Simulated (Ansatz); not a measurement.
Start from Sn (space group I4_1/amd, No. 141; relaxed with 0.1 eV smearing).

```yaml
crystal:
  lattice:
    - [-2.97480, 2.97480, 1.60677]
    - [2.97480, -2.97480, 1.60677]
    - [2.97480, 2.97480, -1.60677]
  atoms:
    - { symbol: Sn, position: [0.75000, 0.25000, 0.50000] }
    - { symbol: Sn, position: [0.00000, 0.00000, 0.00000] }
```

Cartesian axes are those of the cell as printed.

Method: DFT with PBE, PAW potentials and a 420 eV plane-wave cutoff in Ansatz (a first-principles code), without spin-orbit coupling, earlier PAW set.

Base values:

The pressure is 0.0 GPa.

Perturbation: uniaxial strain ε_zz = −0.37 %, all other strain components held at zero, atoms relaxed at fixed cell.

**Question.** Predict the new energy relative to the base.

**Answer.** The energy is nearly the same.

**Question.** What happens to the pressure?

**Answer.** The pressure (mean of the normal stresses, compression positive) goes from zero to 0.2 GPa.

No phonon test of stability was made.
